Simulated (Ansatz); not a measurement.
**Quick settings and what they miss: AsP (C2/m, 4 atoms in the cell)**

Self-consistent single point.

```yaml
crystal:
  lattice:
    - [5.54821, -1.72486, 0.00000]
    - [5.54821, 1.72486, 0.00000]
    - [-0.18252, 0.00000, 4.56353]
  atoms:
    - { symbol: P, position: [0.09470, 0.09470, 0.07287] }
    - { symbol: P, position: [0.90530, 0.90530, 0.92713] }
    - { symbol: As, position: [0.39434, 0.39434, 0.58232] }
    - { symbol: As, position: [0.60566, 0.60566, 0.41768] }
```

Method: r2SCAN, PAW files made with PBE (plane waves; Ansatz, an electronic-structure program).

Base settings: basis.ecutwfc = 500 eV; kpoints.mp_grid.grid = 5 5 4; hamiltonian.xc = r2scan; hamiltonian.pseudopotentials = {kind: paw} (the program's default PAW files); scf.occupations.method = gaussian; scf.occupations.width = 0.01 eV.

Tight run (finer mesh or higher cutoff; not a proven limit): basis.ecutwfc: 500 eV → 700 eV; kpoints.mp_grid.grid: 5 5 4 → 7 7 6; scf.convergence.dr2_threshold: default (1e-07 eV) → 1e-09 eV. It gave top of the valence band (on the code's own zero) 7.78 eV; gap on the k-point mesh 0.43 eV; pressure 2.33 GPa; largest force (vector length) 0.394 eV/Å.

Quick runs, as changes from the base:
- A: the base itself
- B: basis.ecutwfc: 500 eV → 300 eV; kpoints.mp_grid.grid: 5 5 4 → 6 6 6; kpoints.mp_grid.shift: default → 0.5 0.5 0.5
- C: basis.ecutwfc: 500 eV → 250 eV; kpoints.mp_grid.grid: 5 5 4 → 2 2 2; scf.occupations.method: gaussian → methfessel_paxton; scf.occupations.width: 0.01 eV → 0.136 eV; scf.convergence.dr2_threshold: default (1e-07 eV) → 0.001 eV
- D: basis.ecutwfc: 500 eV → 350 eV; kpoints.mp_grid.grid: 5 5 4 → 4 4 4; scf.occupations.width: 0.01 eV → 0.2 eV
- E: basis.ecutwfc: 500 eV → 400 eV; kpoints.mp_grid.grid: 5 5 4 → 2 2 2; scf.occupations.method: gaussian → fermi_dirac; scf.occupations.width: 0.01 eV → 0.136 eV
- F: basis.ecutwfc: 500 eV → 250 eV; kpoints.mp_grid.grid: 5 5 4 → 4 4 4; kpoints.mp_grid.shift: default → 0.5 0.5 0.5; scf.convergence.dr2_threshold: default (1e-07 eV) → 0.0001 eV
- G: basis.ecutwfc: 500 eV → 420 eV; kpoints.mp_grid.grid: 5 5 4 → 3 3 3; hamiltonian.xc: r2scan → b3lyp [B3LYP]

Energies are extrapolated to zero smearing width, which holds to low order in the width alone.

Dashes: gap of C, D, E, left out as unsure on this mesh or at this smearing; energy of G, another energy zero; count of G, another kind of functional, whose work the count does not hold.

Gaps are read on each run's own mesh, which may miss the band edges.

† marks runs with another functional, U, potentials or spin treatment: their distance from the tight run is not a convergence error alone.

The count of work is k-points × plane waves × bands × iterations; it is no time. 

Pressures in the table are Ansatz's without its Pulay estimate, at a fixed set of plane waves; the tight run's value above holds the estimate.

The starting cell comes from a database of computed structures (which also holds hypothetical and non-ambient phases and stackings), without a prior relaxation at this level. Its lattice was rescaled by a random factor within 2.5 % of one.

| run | energy less tight (meV/atom) | pressure less tight (GPa) | largest miss in a force vector (eV/Å) | gap on the mesh less tight (eV) | count of work / tight |
|---|---|---|---|---|---|
| A | 4.0 | 0.06 | 0.036 | 0.226 | 0.20 |
| B | 47.7 | -3.09 | 0.015 | 0.280 | 0.18 |
| C | 716.5 | -19.64 | 0.691 | – | 0.0066 |
| D | 18.1 | -0.26 | 0.051 | – | 0.096 |
| E | 286.2 | 2.31 | 0.630 | – | 0.030 |
| F | 445.6 | -22.01 | 0.062 | 0.810 | 0.033 |
| G† | – | 4.04 | 0.109 | 1.420 | – |

Among the runs at the tight run's level, the energy misses run from 4.0 to 716.5 meV/atom.

Left out of this page: 1 run of the series with a known weakness of the program.

Keys are those of Ansatz 0.2.
